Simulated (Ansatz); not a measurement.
Functionals compared on the (322) surface of germanium in its 1x1 cell, relaxed from an ideal cut (the real face may reconstruct), outermost plane spacing 0.35 Å in the ideal cut, in Ansatz (plane waves, PAW). The structure was relaxed with PBE; the other rows are single points on it, each with its references at the same level. Cutoff 420 eV (500 eV for r2SCAN).

Set-up: 34 atoms, 11.5 Å thick at the start; mesh 6x2x1; 0.025 eV smearing; dipole correction on; all atoms relaxed; held to the start's symmetry, so lower structures may exist; no spin (no spin-polarised run to compare, though such a face may carry moments), no spin-orbit, no U. The slab shows no gap on its mesh. These notes are the PBE run's.

```
functional  surface energy (J/m²)  work function of the top face (eV)         rough cost of the single point
----------  ---------------------  ----------------------------------  -------------------------------------
PBE                          1.00                                4.58                                      –
LDA                          1.24                                4.83            very roughly 5 core-minutes
PBEsol                       1.15                                4.65            very roughly 5 core-minutes
RPBE                         0.89                                4.49  about 6 core-minutes (a rough figure)
r2SCAN                       1.25                                4.75                roughly 12 core-minutes
```

Ansatz is a first-principles code.
